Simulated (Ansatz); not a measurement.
Consider WC (space group P-6m2, No. 187; a = 2.9131 Å, c = 2.8358 Å; relaxed with 0.1 eV smearing).

All numbers come from Ansatz (a program for electronic structure) r2SCAN, no spin-orbit coupling, earlier PAW set.

For the base:

| Property | Value |
|---|---|
| Pressure | 0.0 GPa |
| Band gap | zero |

Now apply this change: the cell is scaled by 1.0547 in all directions, atoms relaxed at fixed cell.

Task: What does the calculation give for the energy relative to the base after the change?

Result: The energy increases by 0.299 eV/atom.

Task: What happens to the pressure?

Result: The pressure (mean of the normal stresses, compression positive) goes from zero to -46.0 GPa.

Task: What happens to the band gap?

Result: The band gap stays zero.

The cells carry an imposed strain or load. No phonon test of stability was made. All final runs are without spin polarisation.
